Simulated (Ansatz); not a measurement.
# cubic KTaO3 (1 1 0) on zinc-blende InP (1 1 0) (film strained to the substrate, started from cuts of the bulks and a machine-learned relaxation; slabs In8P8 and K4Ta4O10, which can lie off the formulas)

A periodic stack without vacuum, cubic KTaO3 (1 1 0) on zinc-blende InP (1 1 0) (film strained to the substrate, started from cuts of the bulks and a machine-learned relaxation; slabs In8P8 and K4Ta4O10, which can lie off the formulas): substrate slab In8P8, film K4Ta4O10, surface cells [[0, -1], [1, -1]] and [[1, 0], [1, 1]], film strained by +4.7 and +4.7 %, outermost planes InP/InP and KOTa/KOTa as cut, which need not be the usual terminations and can put a slab off its formula.

The start was prepared with a machine-learned potential, and the result is one local minimum, with the in-plane cell held and forces under 0.04 eV/Å; the film can end far from its bulk form.

All values below come from PBE (plane waves to 420 eV, PAW; Ansatz, a first-principles code). No spin–orbit coupling; PBE gaps are too small against experiment. Its k-point mesh 7×4×1, Fermi–Dirac width 0.05 eV.

- interface area = 25.1 Å²
- period = 29.51 Å
- heights between the nearest atoms of the two slabs at the two interfaces = 1.19 and 1.13 Å
- In–K contacts across the interfaces within 1.22 times the sum of covalent radii = 3, mean 4.04 Å
- P–Ta contacts across the interfaces within 1.22 times the sum of covalent radii = 2, mean 2.39 Å
- K–P contacts across the interfaces within 1.22 times the sum of covalent radii = 2, mean 3.49 Å
- spin-polarised check at this geometry = falls back to no moment

```xyz
34
Lattice="4.2140 0.0045 -0.0658 4.2146 5.9573 0.2790 0.9532 4.0929 29.7901" Properties=species:S:1:pos:R:3 pbc="T T T"
In     7.1865     6.7977     4.0261
In     6.1030     3.2585     2.2276
In     7.4494     6.4907     8.2728
In     5.3036     3.6660     5.9943
In     7.5314     6.2635    12.4953
In     5.3807     3.3867    10.2132
In     6.8178     5.3585    16.1735
In     5.6453     3.1761    14.4617
P      3.9688     3.7593     0.6821
P      5.1861     5.1882     3.8864
P      3.2066     2.1443     5.9806
P      5.3420     5.0022     8.2011
P      3.2751     1.8962    10.1814
P      5.4149     4.7453    12.4016
P      3.4383     1.5644    14.4894
P      4.7147     5.6051    17.8463
K      6.5230     8.3117    19.1629
Ta     4.4656     5.2805    20.1987
O      2.6191     5.2585    20.2253
K      2.4780     5.1583    22.8348
Ta     4.5522     8.1294    22.8417
O      4.7557     6.7952    21.3475
O      4.7534     3.5713    21.0869
O      6.9117     8.1244    22.8192
K      6.7368     7.9735    25.4666
Ta     4.5967     4.9857    25.4596
O      4.7490     3.5891    23.9543
O      4.7492     6.5616    24.1700
O      2.7430     4.9804    25.4728
K      2.4880     4.7090    29.2012
Ta     4.5958     7.8086    28.1031
O      4.8533     6.2377    27.0057
O      4.8397     3.5106    26.7887
O      6.9633     7.8092    28.0710
```
